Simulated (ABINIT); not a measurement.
Worked example: self-consistent single point of Cu (Fm-3m, 1 atom in the cell) in ABINIT.

Level of theory: PBEsol, PAW (JTH v2.0 PBE PAW, files made for PBE) (plane waves; ABINIT).

```xyz
1
Lattice="0.0000 1.8279 1.8279 1.8279 0.0000 1.8279 1.8279 1.8279 0.0000" Properties=species:S:1:pos:R:3 pbc="T T T"
Cu     0.0000     0.0000     0.0000
```

Reference input (self-consistent single point, DFT, PBEsol, plane waves, PAW (JTH v2.0 PBE PAW, files made for PBE)): pseudos = [Cu.GGA_PBE-JTH.xml]; ecut = 30 Ha; pawecutdg = 60 Ha; pawxcdev = 0; ixc = -116133; occopt = 7; tsmear = 0.00183747 Ha; ngkpt = 10 10 10; nshiftk = 1; shiftk = 0.5 0.5 0.5; potentials = JTH v2.0 PBE PAW; nband = 15. This run's input differs from it in these lines:

```diff
@@ -13,4 +13,4 @@
 xred    0.0000000000    0.0000000000    0.0000000000
-ecut 30
-pawecutdg 60
+ecut 18
+pawecutdg 36
 pawxcdev 0
```

Output (repeated stretches shortened):

```
--- !BeginCycle
solver: {iscf: 17, nstep: 100, nline: 4, wfoptalg: 10, }
tolerances: {tolvrs: 1.00E-11, }
...

     iter   Etot(hartree)      deltaE(h)  residm     nres2
 ETOT  1  -194.90300988253    -1.949E+02 5.773E+01 1.685E+01
 ETOT  2  -198.01285130181    -3.110E+00 2.096E-01 6.127E+01
 ETOT  3  -197.86871246316     1.441E-01 5.466E-02 4.517E+00
 ETOT  4  -197.85275116106     1.596E-02 9.819E-02 1.046E+00
 ETOT  5  -197.84854436490     4.207E-03 1.846E-02 4.230E-01
   [... 9 lines left out ...]
 ETOT 15  -197.84648531646     1.004E-10 6.355E-05 2.108E-08
 ETOT 16  -197.84648531641     4.630E-11 4.957E-05 2.458E-09
 ETOT 17  -197.84648531641     5.286E-12 6.210E-05 8.059E-11
 ETOT 18  -197.84648531640     2.274E-13 4.728E-05 5.201E-13
 At SCF step   18       nres2   =  5.20E-13 < tolvrs=  1.00E-11 =>converged.

 Cartesian components of stress tensor (hartree/bohr^3)
  sigma(1 1)=  5.84919525E-04  sigma(3 2)=  0.00000000E+00
  sigma(2 2)=  5.84919525E-04  sigma(3 1)=  0.00000000E+00
  sigma(3 3)=  5.84919525E-04  sigma(2 1)=  0.00000000E+00

 ----iterations are completed or convergence reached----

 reduced coordinates (array xred) for    1 atoms
       0.000000000000      0.000000000000      0.000000000000
 cartesian forces (eV/Angstrom) at end:
    1     -0.00000000000000    -0.00000000000000    -0.00000000000000
 frms,max,avg= 0.0000000E+00 0.0000000E+00   0.000E+00  0.000E+00  0.000E+00 e/A
 length scales=  4.884987385800  4.884987385800  4.884987385800 bohr
              =  2.585023988815  2.585023988815  2.585023988815 angstroms
   [... lines left out ...]
 Fermi (or HOMO) energy (hartree) =   0.23951   Average Vxc (hartree)=  -0.44004
 Fermi (or HOMO) energy (eV) =   6.51733   Average Vxc (eV)= -11.97402
   [... lines left out ...]
'-kT*entropy'       : -9.62610018017495E-06
total_energy        : -1.97846485663621E+02
total_energy_eV     : -5.38367666674479E+03
...

-Cartesian components of stress tensor (GPa)         [Pressure= -1.7209E+01 GPa]
- sigma(1 1)=  1.72089237E+01  sigma(3 2)=  0.00000000E+00
- sigma(2 2)=  1.72089237E+01  sigma(3 1)=  0.00000000E+00
- sigma(3 3)=  1.72089237E+01  sigma(2 1)=  0.00000000E+00

 Calculation completed.
```

The run converged in 18 iterations. Against the reference run the free energy rises by 125 meV/atom and the pressure goes from -10.73 to -17.21 GPa.

The starting cell comes from a database of computed structures (which also holds hypothetical and non-ambient phases and stackings), without a prior relaxation at this level. Its lattice was rescaled by a random factor within 2.5 % of one. Spin polarisation is off. The potentials were made for another functional than the one used.
